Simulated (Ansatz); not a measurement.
A thermal frame of Sb(001) slab, cut from rhombohedral Sb, cell Sb24, with vacuum along z, from MD with PBE at 680 K. All values below come from PBE (plane waves, PAW; Ansatz, a quantum-chemistry and plane-wave program).

```json
{
  "plane_wave_cutoff": "420 eV",
  "k-points": "2x2x1 mesh shifted by half a step in the plane",
  "Fermi-Dirac width": "0.086 eV",
  "spin": "not polarised; no spin-orbit coupling"
}
```

A check of the k-sampling: on the last frame of the same run a denser mesh moved the PBE forces by 0.063 eV/Å rms and the free energy by -9 meV/atom.

```xyz
24
Lattice="8.8096 0.0000 0.0000 -4.4048 7.6293 0.0000 0.0000 0.0000 21.2724" Properties=species:S:1:pos:R:3:forces:R:3 pbc="T T T"
Sb   -0.6852    2.5222   16.0511   0.166   0.193   0.118
Sb   -0.2963    0.0478   14.4828  -0.883   0.230  -0.767
Sb   -0.4622   -0.4160    7.3254   0.369   0.334   0.446
Sb    1.8347    0.9396    6.0001   0.083  -0.140   0.226
Sb    1.8848    1.1474   11.3670   0.234   0.701   0.474
Sb   -0.0439    2.7949    9.8928  -0.527  -0.394   0.444
Sb   -2.6796    6.5284   15.9592   1.104  -0.068   0.683
Sb   -2.9107    3.9525   14.6232   0.114  -0.377  -0.259
Sb   -2.3779    3.7473    7.4578  -0.329  -0.638  -0.213
Sb   -0.0169    4.7499    5.9289  -1.001   0.263  -0.840
Sb   -0.5184    4.9643   11.7736  -0.261  -0.078   0.284
Sb   -2.7488    6.1920   10.0937   0.137   0.073  -0.194
Sb    3.7223    2.5625   16.1798   0.504   0.190   0.414
Sb    4.2061    0.2506   14.5929  -0.134  -0.795  -0.205
Sb    3.9741   -0.5774    7.5687   0.373   1.114  -0.179
Sb    6.2476    1.0496    6.0059  -0.620   0.013   0.263
Sb    6.2715    1.6526   11.9434   0.403  -0.087   0.193
Sb    4.2197    2.8042   10.3781  -0.645   0.125  -0.199
Sb    2.0301    6.2496   16.0120  -0.485   0.130  -0.193
Sb    1.6117    3.6193   14.5503  -0.138   0.582  -0.372
Sb    1.9339    3.5796    7.4928   0.631  -0.813   0.655
Sb    4.0675    4.7567    5.8235   0.342   0.039  -0.063
Sb    3.8233    5.4942   11.9010   0.665  -0.977   0.390
Sb    1.5572    6.6409   10.7410  -0.103   0.379  -1.108
```

```json
{
  "free energy on this k-sampling (the code's own zero, frozen cores included)": "-155623.9 eV",
  "rms_force_component": "0.485 eV/Å",
  "largest_force": "1.33 eV/Å on atom 10"
}
```
